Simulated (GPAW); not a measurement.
Equation of state of zinc-blende BN (space group 216): energy against volume (GPAW, LDA)

```
CELL_PARAMETERS angstrom
      0.00000     1.73720     1.73720
      1.73720     0.00000     1.73720
      1.73720     1.73720     0.00000
ATOMIC_POSITIONS crystal
  B  0.00000 0.00000 0.00000
  N  0.75000 0.75000 0.75000
```

Method of the run: LDA (Perdew-Wang 92), GPAW PAW datasets LDA (gpaw-data 1.0.1) (plane waves; GPAW). Settings: mode = pw; ecut = 1040 eV; xc = LDA; kpts = 16 16 16; mesh shift (steps) = 0 0 0; occupations.name = fermi-dirac; occupations.width = 0.01 eV; nbands = -6; convergence.forces = 0.001 eV/Å; convergence.bands = -4; symmetry.symmorphic = false; symmetry.tolerance = 0.0005; maxiter = 100. The cell above is the first row's. The rows scale it uniformly. In all rows fractional positions and the k mesh are held. E is the free energy at the stated smearing, counted from the lowest row.

| V (Å^3/atom) | E (meV/atom) |
|---|---|
| 5.2426 | 62.21 |
| 5.3566 | 35.64 |
| 5.4706 | 16.87 |
| 5.5846 | 5.20 |
| 5.6985 | 0.00 |
| 5.8125 | 0.70 |
| 5.9265 | 6.80 |
| 6.0404 | 17.78 |
| 6.1544 | ? |

Task: Fit E against V with the third-order Birch-Murnaghan form, a cubic in V^(-2/3), and predict the withheld value at V = 6.1544.

Result: With u = V^(-2/3) - 0.316, the rows have u = 0.015362, 0.010643, 0.006090, 0.001691, -0.002556, -0.006668, -0.010648, -0.014498. Least squares gives E = 2.412 + 1367.24·u + 165958·u² - 101862·u³. Residuals (row less fit): -0.001, 0.001, -0.001, 0.002, -0.003, -0.004, 0.007, -0.003; standard error 0.005 (degrees of freedom: 4). Its minimum lies at u = -0.004104, so V0 = (0.311896)^(-3/2) = 5.741. There d²E/du² = 334400 and d³E/du³ = -611200, so B0 = (4/9) × 5.741^(-7/3) × 334400 × 0.160218 = 404 GPa (the last factor turns the table's units into GPa), and B0' = 4 + (2/3) × 0.311896 × (-611200)/334400 = 3.6. The program's pressures in the fitted runs (not shown) pass through zero at V = 5.74, 0.04 % from this V0. At the withheld row, u = -0.018233, so E = 2.412 + 1367.24 × (-0.018233) + 165958 × (-0.018233)² - 101862 × (-0.018233)³ = 33.272 meV/atom. The calculation gives 33.26 meV/atom, 0.012 meV/atom below the prediction (under 0.05 % of the range of E in the table). The row lies outside the fitted rows, so this is an extrapolation. From the scatter of the fitted rows alone, a prediction at this place has a standard error of 0.012 meV/atom, so the miss is 1.0 times that.

Carrying the step between the two nearest rows on in a straight line would have given 28.77, off by 4.49; series whose last step already gives the withheld value aren't shown. The scan was laid around a cell of about the measured size, scaled by a guess for this functional. The runs keep the symmetry of the cell, so they don't test it for distortions. Cutoffs and mesh are single choices, not tested for convergence of this quantity. Series with a scatter that would blur these digits, or in which a gap closes, are not shown. Nor are scans whose minimum lies at an end fitted in this form.
